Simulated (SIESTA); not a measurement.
SIESTA run on FePt (P4/mmm, 2 atoms in the cell): self-consistent single point.

Computed with GGA PBE, numerical atomic orbitals DZP, PseudoDojo PBE standard norm-conserving potentials (rewritten from UPF to PSML) in SIESTA 5.4.2.

The change in words: lattice scaled by 0.98. Reference geometry:
```
CELL_PARAMETERS angstrom
      2.72000     0.00000     0.00000
      0.00000     2.72000     0.00000
      0.00000     0.00000     3.71000
ATOMIC_POSITIONS crystal
  Fe 0.00000 0.00000 0.00000
  Pt 0.50000 0.50000 0.50000
```
Moments meant for the start (each program seeds them in its own way; μB, in the order of the atoms Fe Pt): 3.0 0.0.

Reference input (self-consistent single point, DFT, GGA PBE, numerical atomic orbitals DZP, PseudoDojo PBE standard norm-conserving potentials (rewritten from UPF to PSML)): XC.functional = GGA; XC.authors = PBE; potentials = PseudoDojo PBE standard; PAO.BasisSize = DZP; PAO.EnergyShift = 0.005 Ry; MeshCutoff = 400 Ry; kgrid.MonkhorstPack = 9 9 7; OccupationFunction = MP; OccupationMPOrder = 0; ElectronicTemperature = 100 meV; Spin = polarized; DM.InitSpin = [1 +3.00, 2 +0.00]. This run's input differs from it in these lines:

```diff
@@ -10,3 +10,3 @@
 %endblock ChemicalSpeciesLabel
-LatticeConstant              2.720000 Ang
+LatticeConstant              2.665600 Ang
 %block LatticeVectors
@@ -19,3 +19,3 @@
      0.000000000    0.000000000    0.000000000  1
-     2.570027529    2.570027529    3.505441961  2
+     2.518626979    2.518626979    3.435333122  2
 %endblock AtomicCoordinatesAndAtomicSpecies
```

The program printed (abridged):

```
        iscf     Eharris(eV)        E_KS(eV)     FreeEng(eV)     dDmax    Ef(eV) dHmax(eV)
   scf:    1    -6924.227131    -6954.209712    -6954.223100  0.584859 -2.110448 16.894570
     spin moment: {S} , |S| = {        0.0        0.0    2.31177 }     2.31177
   scf:    2    -6963.191140    -6961.703593    -6961.715707  0.321227 -2.187540  5.893195
     spin moment: {S} , |S| = {        0.0        0.0    3.02569 }     3.02569
   scf:    3    -6963.038144    -6962.397484    -6962.407899  0.060386 -2.496920  4.747611
     spin moment: {S} , |S| = {        0.0        0.0    3.07510 }     3.07510
   [... lines left out ...]
     spin moment: {S} , |S| = {        0.0        0.0    3.22863 }     3.22863
   scf:   14    -6963.441292    -6963.441292    -6963.446216  0.000035 -3.478780  0.001105
     spin moment: {S} , |S| = {        0.0        0.0    3.22878 }     3.22878
   scf:   15    -6963.441289    -6963.441291    -6963.446216  0.000143 -3.478783  0.000549
     spin moment: {S} , |S| = {        0.0        0.0    3.22889 }     3.22889
   scf:   16    -6963.441290    -6963.441290    -6963.446216  0.000038 -3.478769  0.000426
     spin moment: {S} , |S| = {        0.0        0.0    3.22892 }     3.22892
SCF Convergence by DM+H criterion
max |DM_out - DM_in|         :     0.0000377349
max |H_out - H_in|      (eV) :     0.0004257896
SCF cycle converged after 16 iterations

Using DM_out to compute the final energy and forces

siesta: E_KS(eV) =            -6963.4413

siesta: E_KS - E_eggbox =     -6963.4413

siesta: Atomic forces (eV/Ang):
     1    0.000000    0.000000    0.000000
     2    0.000000    0.000000    0.000000
   Tot    0.000000    0.000000    0.000000
   Max    0.000000
   Res    0.000000    sqrt( Sum f_i^2 / 3N )
   Max    0.000000    constrained

Stress tensor Voigt[x,y,z,yz,xz,xy] (kbar):     -200.79     -200.79     -227.36        0.00        0.00       -0.00
(Free)E + p*V (eV/cell)    -6960.0658
Target enthalpy (eV/cell)    -6963.4462

siesta: Program's energy decomposition (eV):
siesta: FreeEng =     -6963.446216

   [... lines left out ...]
siesta: Cell volume =         25.833898 Ang**3
siesta:         209.64732680        209.64732500  kBar
   [... lines left out ...]
   2  9.094   0.951   0.457  -0.073   0.985   0.988   0.985   0.194   0.224
              0.194   0.980   0.950   0.883   0.950   0.814  -0.084  -0.093

             -0.061  -0.093  -0.058

mulliken: Qtot =       15.386

Mulliken Atomic Populations:
Atom #   charge [q] valence [e]      Sz [e]  Species
     1     0.376493   15.623507    3.039760  Fe
     2    -0.376493   18.376493    0.189156  Pt
 Total    -0.000000                3.228916
```

The run converged in 16 iterations. Against the reference run the free energy goes up by 61.6 meV/atom, the pressure goes from 4.41 to 20.96 GPa and the size of the net moment goes from 1.67 to 1.61 μB/atom.

The starting cell has typed, rounded lattice constants, without a prior relaxation at this level. For this run, on top of that: lattice scaled by 0.98. With one magnetic atom in the cell only a parallel order is possible. Values carry the incompleteness of an atom-centred basis. With a pressure of about 21 GPa the cell is away from its equilibrium volume at this level.

Cost on one core of a shared machine: roughly 3 min.
